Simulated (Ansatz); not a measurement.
The structure below was relaxed with PBE (Ansatz, a first-principles code), no spin-orbit coupling, at pressure 1.5 GPa.

Space group P2₁3 (No. 198); a = 4.438 Å, b = 4.438 Å, c = 4.438 Å, α = 90.00°, β = 90.00°, γ = 90.00°

```json
[
 {"atom": "Fe", "site": "4a", "symmetry": ".3.", "x": "0.1365", "y": "0.1365", "z": "0.1365"},
 {"atom": "Si", "site": "4a", "symmetry": ".3.", "x": "0.8410", "y": "0.8410", "z": "0.8410"}
]
```

Problem. Write out a cell with all atoms.

Solution. 
```
FeSi
1.0
    4.43796     0.00000     0.00000
    0.00000     4.43796     0.00000
    0.00000     0.00000     4.43796
Fe Si
4 4
Direct
  0.13648   0.13648   0.13648
  0.63648   0.36352   0.86352
  0.86352   0.63648   0.36352
  0.36352   0.86352   0.63648
  0.84102   0.84102   0.84102
  0.34102   0.65898   0.15898
  0.15898   0.34102   0.65898
  0.65898   0.15898   0.34102
```
This is the conventional cell.

Load acts through the strain it causes; cell and atoms are relaxed under it. Stability against distortions was not tested. The final runs are not spin-polarised. The cell was made from FeSi (space group P2_13, No. 198; non-magnetic) by this change: pressure 1.5 GPa.
